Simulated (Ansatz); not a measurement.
Consider TiC in the rock salt structure (space group Fm-3m, No. 225; a = 4.333 Å; relaxed with 0.1 eV smearing).

(Cell as relaxed with PBE.)

Levels (all Ansatz, a program for electronic structure, PAW, earlier PAW set): PBE (420 eV, no spin-orbit coupling); PBEsol (420 eV, no SOC).

Each level relaxes its own structure.

```csv
base,PBE,PBEsol
volume per atom,10.17 Å³,9.89 Å³
lattice parameter a,4.333 Å,4.293 Å
band gap,zero,zero
```

Modification: an isotropic linear strain of −5.76 %; the atoms relax in the strained cell.

```csv
quantity,PBE,PBEsol
energy relative to the base (free energy F),+0.283 eV/atom,___
pressure,63.5 GPa,___
band gap,zero,___
```

### Question
Predict the PBEsol column.

### Answer

- energy relative to the base (free energy F), PBEsol: +0.294 eV/atom
- pressure, PBEsol: 67.7 GPa
- band gap, PBEsol: zero

PBE's energy relative to the base lies 0.0109 eV/atom below PBEsol's; PBE's pressure lies 4.2 GPa below PBEsol's; the two agree on the band gap. Neither level is exact; PBEsol is the comparison here, not a measurement.

No phonon test of stability was made. The final runs are not spin-polarised.
